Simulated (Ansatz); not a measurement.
Results of PBEsol (plane waves, PAW; Ansatz, an electronic-structure program) for fluorite AuAl2.

Run with plane-wave cutoff 520 eV, 12×12×12 k mesh, Fermi–Dirac smearing 0.1 eV, perturbation theory, force constants from a 4×4×4 q mesh, scalar-relativistic PAW data made under PBE.

Computed at the level's own relaxed cell.

Harmonic phonon frequencies (cm⁻¹; i marks an imaginary mode):

```
q point                    frequencies
-------  -----------------------------
Γ        0 0 0 229 229 229 263 263 263
```
